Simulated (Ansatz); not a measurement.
# OH on the 1x1 (101) surface of anatase TiO2 (cut with top plane O), one in a 2x1 cell, started at the site 'top O #2'

Host crystal: anatase TiO2, with a band gap (PBE, scalar-relativistic without spin-orbit coupling).

These are HSE06, at the PBE geometry and the start's symmetry (plane waves to 420 eV, PAW; Ansatz, a program for electronic structure) values and carry that method's errors.

Slab: 38 atoms, 9.4 Å thick at the start under the adsorbate (thin: gaps and levels are the slab's own); k 2x3x1, smearing 0.01 eV, dipole-corrected; single point; no symmetry held, on the structure that PBE left; spin-polarised, ending with about 1.0 μB a cell; orders that need a larger cell were not tried, no spin-orbit, no U, no dispersion correction. The program's check for a lower electronic state was not made. It is one chosen start, not shown to be the lowest state of the adsorbate.

| Item | Value |
|---|---|
| adsorption energy against H2O(g) − ½ H2(g) at the same level | 2.44 eV |
| gap of the slab on its k-mesh | 2.57 eV |
| highest filled level below the top vacuum level | 7.90 eV |
| change of the step from the bottom to the top vacuum level, against the clean slab | -0.67 eV |
| height of the binding atom over the mean of the host atoms within 0.3 Å of the top one | 1.063 Å |
| magnetic moment of the cell | 1.00 μB |
| nearest host atoms of the binding atom | Ti at 2.09 Å, O at 2.20 Å, O at 2.70 Å |
| note | in the relaxation the adsorbate left its starting site by 1.2 Å |

A negative adsorption energy means that the adsorbate is more stable on the surface than in its reference.
